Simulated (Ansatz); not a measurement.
C11b WSi₂ was calculated with PBEsol-D3(BJ) in Ansatz (plane waves, PAW).

Run with plane-wave cutoff 520 eV, 24×24×24 k mesh, Fermi–Dirac smearing 0.05 eV, no spin polarisation, scalar-relativistic PAW data made under PBE.

Properties against volume:

Shape and atoms are relaxed at each volume.

```tsv
V (Å³/atom)	P (GPa)	c (Å)	a (Å)
12.463	11.05	7.664	3.124
12.723	5.23	7.709	3.147
12.982	0.01	7.753	3.170
13.242	-4.69	7.797	3.192
13.502	-8.92	7.840	3.214
```

Note: the bulk modulus comes from volumes at which shape and atoms were relaxed.

Ansatz is a first-principles code.
